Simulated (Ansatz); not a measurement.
## What isotropic strain −2.76 % does to CaO

Base system: CaO in the rock salt structure (space group Fm-3m, No. 225; a = 4.7670 Å).

Perturbation: an isotropic linear strain of −2.76 %; the atoms relax in the strained cell.

Level of theory: Ansatz (a quantum-chemistry and plane-wave program), PBEsol, PAW, cutoff 420 eV, scalar-relativistic without spin-orbit coupling. k-mesh 12×12×12 (Γ-centred); smearing 0.05 eV (Fermi–Dirac).

- Volume per atom: 12.45 Å³ (base 13.54 Å³)
- Space group: Fm-3m (No. 225) (base Fm-3m (No. 225))
- Shortest interatomic distance: 2.318 Å (base 2.383 Å)
- Energy relative to the base (free energy F): +37 meV/atom
- Pressure: 11.67 GPa (base 0.01 GPa)
- Band gap: 3.48 eV (base 3.54 eV)
- Gap character: indirect, Γ → X (base indirect, Γ → X)
- Smallest direct gap: 3.82 eV (base 3.92 eV)
- Mean gap deformation potential ΔEg/Δln V: +0.7 eV
- Width of the top valence band: 1.44 eV (base 1.26 eV)
- Electron mass: 1.4 mₑ along k, 0.39 mₑ across (at X) (base 1.4 mₑ along k, 0.42 mₑ across (at X))
- Hole mass (degenerate bands, along [100]): 0.33, 2.7, 2.7 mₑ (at Γ) (base 0.34, 2.8, 2.8 mₑ (at Γ))

Final structure:

```
CaO
1.0
    0.00000     2.31770     2.31770
    2.31770     0.00000     2.31770
    2.31770     2.31770     0.00000
Ca O
1 1
Cartesian
  0.00000   0.00000   0.00000
  2.31770   2.31770   2.31770
```

Cost of the whole job for the changed cell (relaxation, final SCF and bands): about 4 core-seconds (a rough figure).

Masses are band curvatures over ±0.01 Å⁻¹ around the edge. Along k means along the line from Γ to the band edge. Stability against distortions was not tested. The base started in Cmce and relaxed to Fm-3m at this level.
